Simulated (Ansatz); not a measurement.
The parent structure is GaN in the NiAs type structure (space group P6_3/mmc, No. 194; a = 2.9687 Å, c = 5.0409 Å; a model cell, its experimental status unchecked).

Levels (all Ansatz, a first-principles code, PAW): PBEsol (420 eV, without spin-orbit coupling); HSE06 (420 eV, no spin-orbit coupling).

Its gap is 1.21 eV with PBEsol and 2.64 eV with HSE06.

One thing is altered: a hydrostatic pressure of 5 GPa.

With PBEsol the gap becomes 1.32 eV.

If the HSE06 correction stayed the same, what would the HSE06 gap be, and what does the HSE06 run give?

A rigid correction of +1.43 eV gives 2.75 eV. The HSE06 run gives 2.78 eV, so the two effects roughly add.

Single points use the geometry relaxed with PBEsol. HSE06 gaps are upper bounds (no full band path). Load acts through the strain it causes; cell and atoms are relaxed under it. Stability against distortions was not tested. Competing high-pressure phases were not computed. This is not the structure that GaN has at room temperature and ambient pressure.
